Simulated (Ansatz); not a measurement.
# ZrS2: S → Pt

Base system: ZrS2 in the CdI2 type structure (space group P-3m1, No. 164; a = 3.578 Å, c = 5.540 Å; layered, stacked along the Cartesian z axis).

Now apply this change: full substitution S → Pt; the structure is relaxed again.

Method: plane-wave PAW DFT at the PBEsol-D3(BJ) level (Ansatz, a program for electronic structure, 420 eV), no spin-orbit coupling. Settings: 16×16×9 k-points, 0.05 eV Fermi–Dirac smearing, for the changed cell.

```csv
quantity,base,changed,shift
volume per atom,20.47 Å³,18.23 Å³,-2.249 Å³
density,4.20 g/cm³,14.62 g/cm³,+10.42 g/cm³
lattice parameter a,3.578 Å,3.442 Å,-0.136 Å
c/a ratio,1.548,1.548,0.000
space group,P-3m1 (No. 164),P-3m1 (No. 164),–
shortest interatomic distance,2.534 Å,2.647 Å,+0.1138 Å
band gap,0.29 eV,zero,–
```

Final structure:

```
ZrPt2
1.0
    3.44193     0.00000     0.00000
   -1.72096     2.98080     0.00000
    0.00000     0.00000     5.32912
Zr Pt
1 2
Direct
  0.00000   0.00000   0.00000
  0.33333   0.66667   0.32822
  0.66667   0.33333   0.67178
```

With Pt present, leaving out spin-orbit coupling can change the band edges. Stability against distortions was not tested. As relaxed here, ZrPt2 is a hypothetical phase, not in the database extracts checked. The final runs are not spin-polarised. The zero or small gap of ZrS2 can change with the level of theory.
